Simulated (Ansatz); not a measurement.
Ansatz (a quantum-chemistry and plane-wave program) run on Cs3Al2F9 (P6_3/mmc, 28 atoms in the cell): self-consistent single point

Computed with r2SCAN, default PAW files made with PBE (plane waves; Ansatz).

Input as run:

Ansatz 0.2 input:
```yaml
# Cs3Al2F9
crystal:
  lattice:
    - [6.33729700, 0.00000000, 0.00000000]
    - [-3.16864800, 5.48826000, 0.00000000]
    - [0.00000000, 0.00000000, 14.91653900]
  atoms:
    - { symbol: Cs, position: [0.33333300, 0.66666700, 0.75000000] }
    - { symbol: Cs, position: [0.66666700, 0.33333300, 0.25000000] }
    - { symbol: Cs, position: [0.33333300, 0.66666700, 0.42670000] }
    - { symbol: Cs, position: [0.66666700, 0.33333300, 0.92670000] }
    - { symbol: Cs, position: [0.33333300, 0.66666700, 0.07330000] }
    - { symbol: Cs, position: [0.66666700, 0.33333300, 0.57330000] }
    - { symbol: Al, position: [0.00000000, 0.00000000, 0.16530000] }
    - { symbol: Al, position: [0.00000000, 0.00000000, 0.66530000] }
    - { symbol: Al, position: [0.00000000, 0.00000000, 0.33470000] }
    - { symbol: Al, position: [0.00000000, 0.00000000, 0.83470000] }
    - { symbol: F, position: [0.14050000, 0.28100000, 0.25000000] }
    - { symbol: F, position: [0.85950000, 0.14050000, 0.75000000] }
    - { symbol: F, position: [0.71900000, 0.85950000, 0.25000000] }
    - { symbol: F, position: [0.85950000, 0.71900000, 0.75000000] }
    - { symbol: F, position: [0.14050000, 0.85950000, 0.25000000] }
    - { symbol: F, position: [0.28100000, 0.14050000, 0.75000000] }
    - { symbol: F, position: [0.26500000, 0.13250000, 0.09580000] }
    - { symbol: F, position: [0.13250000, 0.26500000, 0.59580000] }
    - { symbol: F, position: [0.86750000, 0.13250000, 0.09580000] }
    - { symbol: F, position: [0.73500000, 0.86750000, 0.59580000] }
    - { symbol: F, position: [0.86750000, 0.73500000, 0.09580000] }
    - { symbol: F, position: [0.13250000, 0.86750000, 0.59580000] }
    - { symbol: F, position: [0.86750000, 0.73500000, 0.40420000] }
    - { symbol: F, position: [0.73500000, 0.86750000, 0.90420000] }
    - { symbol: F, position: [0.86750000, 0.13250000, 0.40420000] }
    - { symbol: F, position: [0.13250000, 0.26500000, 0.90420000] }
    - { symbol: F, position: [0.26500000, 0.13250000, 0.40420000] }
    - { symbol: F, position: [0.13250000, 0.86750000, 0.90420000] }
basis:
  ecutwfc: 500.0 eV
kpoints:
  mp_grid: { grid: [3, 3, 2] }
hamiltonian:
  xc: r2scan
  pseudopotentials: { kind: paw }
scf:
  occupations: { method: cold, width: 0.1 eV }
output:
  forces: true
  eigenvalues: true
  stress: true
```

Output, abridged:

```
WARN the atoms were moved onto the symmetric positions of the space group found under crystal.symmetry.tolerance 1.0e-5 (fractional …
WARN ansatz: RAYON_NUM_THREADS=1 ignored (pool sized by the plan → 1); use --threads N
Pseudopotentials: kind: paw
Pseudopotential: Cs, paw, valence charge 9
Pseudopotential: Al, paw, valence charge 3
Pseudopotential: F, paw, valence charge 7
Crystal: 28 atoms, lattice volume = 518.808 Å³
Basis set: ecut = 500 eV, 13213 PW (Γ), exchange–correlation on 192×192×480 points (64 copies of the dense FFT grid, shifted against one another)
Bands: 124, of which v1, the nominal top of the filled ones, is band 96 counted from 1 (95 counted from 0)
Symmetry: 24 space group operations
Space group: P63/mmc (ITA 194), of the structure as read, at distance tolerance 8.0e-5 Å
k-points: 6 of 18
PAW frozen core: Cs, regenerated for the run's functional
PAW frozen core: Al, regenerated for the run's functional
PAW frozen core: F, regenerated for the run's functional
Initial density: superposition of atomic densities (neutral atoms: chi_scale 0, normalization atom), corrected by the library's trained network
Initial wavefunctions: pseudopotential atomic-orbital guess
Eigensolver: davidson
Functional: x = r2scan, c = r2scan; τ floored in thin density (d = 2e-4 eV/Å³)
SCF iter   1: F=—  HF=-50896.665095 eV  |F-HF|=—  |Δ(HF+E_count)|=         —  Δρ=7.44e-3  dr2=3.26e-1  dr2_τ=7.29e-1  ethr=1.77e-3  ⟨swp⟩=9.2  Hψ=3745  notcnv=0  defer=7
all-band conjugate gradients solve this SCF's bands
preconditioner: auto → Resta (q_TF=auto, 2.312 Å⁻¹)
SCF iter   2: F=—  HF=-50897.294334 eV  |F-HF|=—  |Δ(HF+E_count)|=   6.29e-1  S|Δr|=    0.00e0  Δρ=3.54e-3  dr2=4.42e-2  dr2_τ=6.24e-3  ethr=1.70e-4  ⟨swp⟩=2.0  Hψ=1457  notcnv=0  defer=136
SCF iter   3: F=—  HF=-50897.284781 eV  |F-HF|=—  |Δ(HF+E_count)|=   9.55e-3  S|Δr|=    0.00e0  Δρ=1.19e-3  dr2=7.15e-3  dr2_τ=7.61e-4  ethr=2.30e-5  ⟨swp⟩=3.0  Hψ=1142  notcnv=0  defer=136
SCF iter   4: F=—  HF=-50897.282708 eV  |F-HF|=—  |Δ(HF+E_count)|=   2.07e-3  S|Δr|=    0.00e0  Δρ=3.02e-4  dr2=2.79e-4  dr2_τ=3.78e-5  ethr=3.72e-6  ⟨swp⟩=2.3  Hψ=1036  notcnv=0  defer=136
SCF iter   5: F=—  HF=-50897.282748 eV  |F-HF|=—  |Δ(HF+E_count)|=   4.04e-5  S|Δr|=    0.00e0  Δρ=1.51e-4  dr2=7.23e-5  dr2_τ=7.20e-6  ethr=1.45e-7  ⟨swp⟩=2.0  Hψ=1184  notcnv=0  defer=136
SCF iter   6: F=—  HF=-50897.282574 eV  |F-HF|=—  |Δ(HF+E_count)|=   1.74e-4  S|Δr|=    0.00e0  Δρ=3.04e-5  dr2=4.17e-6  dr2_τ=3.47e-7  ethr=3.77e-8  ⟨swp⟩=2.0  Hψ=1178  notcnv=0  defer=136
SCF iter   7: F=—  HF=-50897.282575 eV  |F-HF|=—  |Δ(HF+E_count)|=   1.23e-6  S|Δr|=    0.00e0  Δρ=1.00e-5  dr2=5.67e-7  dr2_τ=2.92e-8  ethr=2.17e-9  ⟨swp⟩=2.0  Hψ=1184  notcnv=0  defer=136
SCF iter   8: F=-50897.282575 eV  HF=-50897.282575 eV  |F-HF|=1.98e-9  |Δ(HF+E_count)|=   7.51e-8  S|Δr|=    0.00e0  Δρ=1.58e-6  dr2=1.54e-8  dr2_τ=6.18e-10  ethr=5.21e-11  ⟨swp⟩=12.7  Hψ=4021  notcnv=0
SCF 1 converged in 8 iterations: F = -50897.282575 eV  dr2 = 1.54e-8
SCF converged after 8 iterations
Stability not checked (fill_not_monotonic)
Free energy (F): -50897.282575 eV
Harris-Foulkes:  -50897.282575 eV  (|F-HF|=1.98e-9)
Internal energy: -50897.282575 eV  (E = F + TS)
E sigma→0 (E₀):  -50897.282575 eV
Fermi energy:    4.665620 eV
Step filling:    the computed levels leave a gap of 6.6735 eV = 66.7 smearing widths
--- Per-component energies (eV) ---
  E_band       = -1129.095228
  E_kinetic    = 4715.381929
  E_local      = -14245.046558  (includes V_loc(G=0)·N_el)
  E_nonlocal   = 1513.635151
  E_hartree    = 5564.161091
  E_xc         = -2563.058832
  E_vxc        = -3068.036198  (∫ρ·V_xc dr)
  E_paw        = -36103.777237  (= ΣΔE_a)
  E_vpaw       = -1377.930803  (= ΣTr[D̂ρ^β])
  E_aug_tail   = 0.019353  (compensation charges beyond the density's cutoff)
  E_vtau       = 204.551411  (kinetic-family band-sum trace: ∫τ·v_τ [+ j·A + Jᵃ·Aᵃ] dr)
  E_ewald      = -9778.091267
  E_core_change = -0.506204  (= ΣΔE_core)
  E_smearing   = -0.000000  (= −TS)
  E_closure    = 0.000000  (closes the sum)
  Σ components = -50897.282575   (vs F -50897.282575, Δ=0.00e0)
--- Forces (eV/Å), atoms counted from 1 ---
  atom   1  Cs    -0.00000000     0.00000000     0.00000000
  atom   2  Cs     0.00000000    -0.00000000     0.00000000
  atom   3  Cs    -0.00000000     0.00000000     0.33614945
  atom   4  Cs     0.00000000    -0.00000000     0.33614945
  atom   5  Cs    -0.00000000     0.00000000    -0.33614945
  atom   6  Cs     0.00000000    -0.00000000    -0.33614945
   [... 17 lines left out ...]
  atom  24  F     -0.21387450    -0.12348048    -1.26437404
  atom  25  F     -0.21387448     0.12348050    -1.26437404
  atom  26  F      0.00000001     0.24696099    -1.26437404
  atom  27  F      0.21387450     0.12348048    -1.26437404
  atom  28  F      0.21387448    -0.12348050    -1.26437404
  max |Σ_I F_I| component: 9.99e-16 eV/Å
--- Stress (GPa, compression-positive) ---
       -4.226736      -0.000000       0.000000
       -0.000000      -4.226736       0.000000
        0.000000       0.000000      -3.636312
  P = ⅓ Tr σ = -4.0299 GPa (-40.299 kbar)
  The stress holds the Pulay correction. Without it, at fixed plane waves, as pw.x and ABINIT print it: P = -4.0998 GPa
--- Band table (eV; the first three rows and the last of 6) ---
  k-point 0: bands = ["-22.1285", "-22.1278", "-21.6481", "-21.6481", "-21.6480", "-21.6480", "-19.9152", "-19.8726", "-19.8487", "-19.8071", "-19.3740", "-19.3740", "-19.3692", "-19.3692", "-19.3476", "-19.3476", "-19.3429", "-19.3429", "-17.0061", [...]
  k-point 1: bands = ["-22.1281", "-22.1281", "-21.6481", "-21.6481", "-21.6481", "-21.6481", "-19.9001", "-19.9001", "-19.8217", "-19.8217", "-19.3718", "-19.3718", "-19.3718", "-19.3718", "-19.3450", "-19.3450", "-19.3450", "-19.3450", "-17.0059", [...]
  k-point 2: bands = ["-22.1179", "-22.1173", "-21.6576", "-21.6575", "-21.6485", "-21.6484", "-19.8998", "-19.8564", "-19.8399", "-19.7970", "-19.3868", "-19.3858", "-19.3748", "-19.3698", "-19.3551", "-19.3545", "-19.3477", "-19.3428", "-17.0109", [...]
  k-point 5: bands = ["-22.1121", "-22.1121", "-21.6610", "-21.6610", "-21.6501", "-21.6501", "-19.8775", "-19.8775", "-19.8062", "-19.8062", "-19.3860", "-19.3860", "-19.3832", "-19.3832", "-19.3532", "-19.3532", "-19.3491", "-19.3491", "-17.0135", [...]
```

The run converged in 8 iterations.

The starting cell comes from a database of published, mostly measured structures (it also holds non-ambient and calculated ones), without a prior relaxation at this level. Its lattice was rescaled by a random factor within 2.5 % of one. With a pressure of about -4 GPa the cell is away from its equilibrium volume at this level. Forces in this geometry exceed 1 eV/Å. Ansatz's pressure includes its estimate of the finite-basis (Pulay) stress.

Cost on one core of a shared machine: roughly 60 s.
